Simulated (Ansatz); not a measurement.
Worked example: self-consistent single point of NaMgF₃ (Pm-3m, 5 atoms in the cell) in Ansatz (a quantum-chemistry and plane-wave program).

Level of theory: PBEsol, default PAW files made with PBE (plane waves; Ansatz).

The change in words: lattice scaled by 0.98. Reference geometry:
```yaml
crystal:
  lattice:
    - [4.01998, 0.00000, 0.00000]
    - [0.00000, 4.01998, 0.00000]
    - [0.00000, 0.00000, 4.01998]
  atoms:
    - { symbol: Na, position: [0.00000, 0.00000, 0.00000] }
    - { symbol: Mg, position: [0.50000, 0.50000, 0.50000] }
    - { symbol: F, position: [0.50000, 0.50000, 0.00000] }
    - { symbol: F, position: [0.00000, 0.50000, 0.50000] }
    - { symbol: F, position: [0.50000, 0.00000, 0.50000] }
```

Reference input (self-consistent single point, DFT, PBEsol, plane waves, default PAW files made with PBE): basis.ecutwfc = 30.9 Ry; kpoints.mp_grid.grid = 8 8 8; hamiltonian.xc = pbesol; hamiltonian.pseudopotentials = {kind: paw} (the program's default PAW files); scf.occupations.method = fixed. This run's input differs from it in these lines:

```diff
@@ -3,5 +3,5 @@
   lattice:
-    - [4.019980, 0.000000, 0.000000]
-    - [0.000000, 4.019980, 0.000000]
-    - [0.000000, 0.000000, 4.019980]
+    - [3.939580, 0.000000, 0.000000]
+    - [0.000000, 3.939580, 0.000000]
+    - [0.000000, 0.000000, 3.939580]
   atoms:
```

Output (repeated stretches shortened):

```
SCF iter   1: F=—  HF=-5796.816912 eV  |F-HF|=—  |Δ(HF+E_count)|=         —  Δρ=1.33e-2  dr2=6.58e-2  ethr=1.77e-3  ⟨swp⟩=4.8  Hψ=3447  notcnv=0  defer=92
all-band conjugate gradients solve this SCF's bands
preconditioner: auto → Resta (q_TF=auto, 2.542 Å⁻¹)
SCF iter   2: F=—  HF=-5796.795804 eV  |F-HF|=—  |Δ(HF+E_count)|=   2.11e-2  Δρ=2.36e-3  dr2=1.02e-3  ethr=1.65e-4  ⟨swp⟩=2.1  Hψ=1698  notcnv=0  defer=96
SCF iter   3: F=—  HF=-5796.795506 eV  |F-HF|=—  |Δ(HF+E_count)|=   2.98e-4  Δρ=6.87e-4  dr2=1.55e-4  ethr=2.56e-6  ⟨swp⟩=2.0  Hψ=1394  notcnv=0  defer=98
SCF iter   4: F=—  HF=-5796.795543 eV  |F-HF|=—  |Δ(HF+E_count)|=   3.74e-5  Δρ=1.73e-4  dr2=1.05e-5  ethr=3.88e-7  ⟨swp⟩=2.0  Hψ=1549  notcnv=0  defer=88
SCF iter   5: F=—  HF=-5796.795519 eV  |F-HF|=—  |Δ(HF+E_count)|=   2.42e-5  Δρ=3.42e-5  dr2=4.30e-7  ethr=2.61e-8  ⟨swp⟩=2.1  Hψ=1512  notcnv=0  defer=48
SCF iter   6: F=-5796.795519 eV  HF=-5796.795519 eV  |F-HF|=4.39e-8  |Δ(HF+E_count)|=   1.10e-7  Δρ=1.20e-5  dr2=7.33e-8  ethr=2.50e-10  ⟨swp⟩=9.0  Hψ=4165  notcnv=0
SCF 1 converged in 6 iterations: F = -5796.795519 eV  dr2 = 7.33e-8
Free energy (F): -5796.795519 eV
Internal energy: -5796.795519 eV  (E = F + TS)
E sigma→0 (E₀):  -5796.795519 eV
Fermi energy:    1.512081 eV
--- Forces (eV/Å), atoms counted from 1 ---
  atom   1  Na    -0.00000000    -0.00000000     0.00000000
   [... zero for the other atoms too ...]
--- Stress (GPa, compression-positive) ---
       -1.737029      -0.000000       0.000000
        0.000000      -1.737029      -0.000000
       -0.000000       0.000000      -1.737029
  P = ⅓ Tr σ = -1.7370 GPa (-17.370 kbar)
  The stress holds the Pulay correction. Without it, at fixed plane waves, as pw.x and ABINIT print it: P = -2.3283 GPa
```

The run converged in 6 iterations. Against the reference run the free energy goes down by 17.1 meV/atom, the pressure goes from -5.24 to -1.74 GPa and the gap on the mesh goes from 5.616 to 5.881 eV.

The starting cell comes from a database of computed structures (which also holds hypothetical and non-ambient phases and stackings), without a prior relaxation at this level. Its lattice was rescaled by a random factor within 2.5 % of one. For this run, on top of that: lattice scaled by 0.98. Ansatz's pressure includes its estimate of the finite-basis (Pulay) stress. Without the estimate this run gives -2.33 GPa.

Keys are those of Ansatz 0.2.
